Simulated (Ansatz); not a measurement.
Consider a periodic stack without vacuum, fcc Al (0 0 1) on cubic CsPbBr3 (0 0 1) (film strained to the substrate, faces as cut): substrate slab Cs3Br7Pb2, film Al24, surface cells [[0, 1], [-1, 0]] and [[2, 0], [2, 2]], film strained by +5.0 and +5.0 %, faces BrCs/BrCs and Al/Al as cut (like faces can put a slab off its formula). Its start:

```yaml
crystal:
  lattice:
    - [6.00000, 0.00000, -0.00847]
    - [0.00000, 6.00000, 0.00032]
    - [-0.03803, 1.00144, 26.98435]
  atoms:
    - { symbol: Cs, position: [0.02020, 0.98924, 0.06762] }
    - { symbol: Br, position: [0.41653, 0.44226, 0.03930] }
    - { symbol: Cs, position: [0.99971, 0.95096, 0.26994] }
    - { symbol: Pb, position: [0.49973, 0.47346, 0.15543] }
    - { symbol: Br, position: [0.99865, 0.48762, 0.15173] }
    - { symbol: Br, position: [0.51577, 0.97407, 0.15101] }
    - { symbol: Br, position: [0.49996, 0.45480, 0.26994] }
    - { symbol: Cs, position: [0.99984, 0.94214, 0.47229] }
    - { symbol: Pb, position: [0.50038, 0.43546, 0.38444] }
    - { symbol: Br, position: [0.00061, 0.45088, 0.38890] }
    - { symbol: Br, position: [0.48705, 0.93385, 0.38809] }
    - { symbol: Br, position: [0.55197, 0.33309, 0.50059] }
    - { symbol: Al, position: [0.81228, 0.46610, 0.66472] }
    - { symbol: Al, position: [0.34816, 0.46423, 0.66586] }
    - { symbol: Al, position: [0.81752, 0.98703, 0.66413] }
    - { symbol: Al, position: [0.34302, 0.98948, 0.66568] }
    - { symbol: Al, position: [0.57471, 0.74747, 0.59762] }
    - { symbol: Al, position: [0.08095, 0.73363, 0.60474] }
    - { symbol: Al, position: [0.57613, 0.23885, 0.59040] }
    - { symbol: Al, position: [0.07844, 0.24100, 0.60040] }
    - { symbol: Al, position: [0.84027, 0.46228, 0.80483] }
    - { symbol: Al, position: [0.32339, 0.45757, 0.79947] }
    - { symbol: Al, position: [0.83604, 0.94762, 0.81156] }
    - { symbol: Al, position: [0.32995, 0.94790, 0.80625] }
    - { symbol: Al, position: [0.58692, 0.71819, 0.73497] }
    - { symbol: Al, position: [0.08021, 0.71529, 0.72829] }
    - { symbol: Al, position: [0.59252, 0.20172, 0.74064] }
    - { symbol: Al, position: [0.07636, 0.20899, 0.73353] }
    - { symbol: Al, position: [0.84757, 0.42861, 0.94200] }
    - { symbol: Al, position: [0.33780, 0.42616, 0.94950] }
    - { symbol: Al, position: [0.83496, 0.93204, 0.93514] }
    - { symbol: Al, position: [0.34211, 0.93546, 0.93960] }
    - { symbol: Al, position: [0.57499, 0.67321, 0.87519] }
    - { symbol: Al, position: [0.10041, 0.67814, 0.87575] }
    - { symbol: Al, position: [0.57688, 0.20880, 0.87380] }
    - { symbol: Al, position: [0.09801, 0.20277, 0.87424] }
```

The start was prepared with a machine-learned potential, and the result is one local minimum, with the in-plane cell held and forces under 0.04 eV/Å; the film can end far from its bulk form.

Method: PBE (plane waves to 420 eV, PAW; Ansatz, a program for electronic structure). No spin–orbit coupling; the runs are not spin-polarised. Its k-point mesh 5×5×1, Fermi–Dirac width 0.05 eV.

Task: Predict the relaxed interface.

Result: 
* **interface area**: 36.0 Å²
* **period**: 27.97 Å
* **gaps between the outermost planes at the two interfaces**: 2.94 and 2.99 Å
* **Al–Cs contacts across the interfaces within 1.22 times the sum of covalent radii**: 3, mean 4.08 Å
